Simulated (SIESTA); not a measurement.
SIESTA run on Ca₂TiN₂ (C2/m, 10 atoms in the cell): self-consistent single point.

Level of theory: GGA PBEsol, numerical atomic orbitals TZP, PseudoDojo PBEsol standard norm-conserving potentials (rewritten from UPF to PSML) run with SIESTA.

```
Ca2TiN2
1.0
    5.43865    -2.54736     0.00000
    5.43865     2.54736     0.00000
   -2.85436     0.00000     6.14234
Ca Ti N
4 2 4
Cartesian
  2.39449   0.00000   2.45829
  5.62844   0.00000   3.68405
  9.96851   0.00000   1.52447
 -1.94558   0.00000   4.61787
  6.65282   0.00000   0.72129
  1.37011   0.00000   5.42104
  7.73725   0.00000   2.30510
  0.28569   0.00000   3.83724
  3.20570   0.00000   4.84373
  4.81723   0.00000   1.29861
```

Reference input (self-consistent single point, DFT, GGA PBEsol, numerical atomic orbitals TZP, PseudoDojo PBEsol standard norm-conserving potentials (rewritten from UPF to PSML)): XC.functional = GGA; XC.authors = PBEsol; potentials = PseudoDojo PBEsol standard; PAO.BasisSize = TZP; PAO.EnergyShift = 0.01 Ry; MeshCutoff = 300 Ry; kgrid.MonkhorstPack = 4 4 3; OccupationFunction = MP; OccupationMPOrder = 0; ElectronicTemperature = 0.05 eV; MaxSCFIterations = 150; SCF.Mixer.Method = Broyden. This run's input differs from it in these lines:

```diff
@@ -37,5 +37,5 @@
 %block kgrid.MonkhorstPack
-    4   0   0  0.0
-    0   4   0  0.0
-    0   0   3  0.0
+    5   0   0  0.0
+    0   5   0  0.0
+    0   0   4  0.0
 %endblock kgrid.MonkhorstPack
```

Output, abridged:

```
        iscf     Eharris(eV)        E_KS(eV)     FreeEng(eV)     dDmax    Ef(eV) dHmax(eV)
   scf:    1    -8428.375403    -8527.188761    -8527.192304  1.831266 -4.236737 14.701795
   scf:    2    -8562.243340    -8557.304209    -8557.308707  0.393556 -5.189206  3.099043
   scf:    3    -8559.335465    -8558.591304    -8558.594801  0.281842 -4.902578  1.786892
   scf:    4    -8559.099354    -8558.960571    -8558.964291  0.202865 -4.871517  0.849938
   scf:    5    -8558.904650    -8558.988622    -8558.992510  0.042132 -4.821996  0.895627
   [... 4 lines left out ...]
   scf:   10    -8559.042462    -8559.042456    -8559.046528  0.000679 -4.887725  0.001961
   scf:   11    -8559.042460    -8559.042458    -8559.046529  0.000230 -4.887629  0.001405
   scf:   12    -8559.042460    -8559.042459    -8559.046529  0.000132 -4.887561  0.000939
   scf:   13    -8559.042461    -8559.042460    -8559.046529  0.000094 -4.887493  0.000589
SCF Convergence by DM+H criterion
max |DM_out - DM_in|         :     0.0000935563
max |H_out - H_in|      (eV) :     0.0005891060
SCF cycle converged after 13 iterations

Using DM_out to compute the final energy and forces

siesta: E_KS(eV) =            -8559.0425

siesta: E_KS - E_eggbox =     -8559.0425

siesta: Atomic forces (eV/Ang):
     1    0.018424   -0.000000   -0.449188
     2   -0.018424   -0.000000    0.449188
     3    0.406810   -0.000000   -0.619088
     4   -0.406810   -0.000000    0.619088
     5   -0.116914    0.000000    0.188599
     6    0.116914    0.000000   -0.188599
     7   -0.476334    0.000000   -0.065437
     8    0.476334   -0.000000    0.065437
     9   -0.070751    0.000000    0.161514
    10    0.070751   -0.000000   -0.161514
   Tot    0.000000   -0.000000   -0.000000
   Max    0.619088
   [... lines left out ...]
siesta: FreeEng =     -8559.046529
   [... lines left out ...]
siesta:    -0.021193   -0.000000    0.009594
siesta:    -0.000000   -0.016487   -0.000000
siesta:     0.009594   -0.000000   -0.010707

siesta: Cell volume =        170.193889 Ang**3

siesta: Pressure (static):
siesta:                Solid            Molecule  Units
siesta:           0.00017567          0.00011197  Ry/Bohr**3
siesta:           0.01612911          0.01028026  eV/Ang**3
siesta:          25.84167522         16.47079502  kBar
```

The run converged in 13 iterations. Against the reference run the free energy falls by 1.8 meV/atom, the pressure hardly changes (2.62 to 2.58 GPa) and the largest force goes from 0.762 to 0.741 eV/Å.

The starting cell comes from a database of computed structures (which also holds hypothetical and non-ambient phases and stackings), without a prior relaxation at this level. Spin polarisation is off, so a magnetic state, if there is one, cannot be reached. Values carry the incompleteness of an atom-centred basis.

Cost on one core of a shared machine: roughly 90 s.
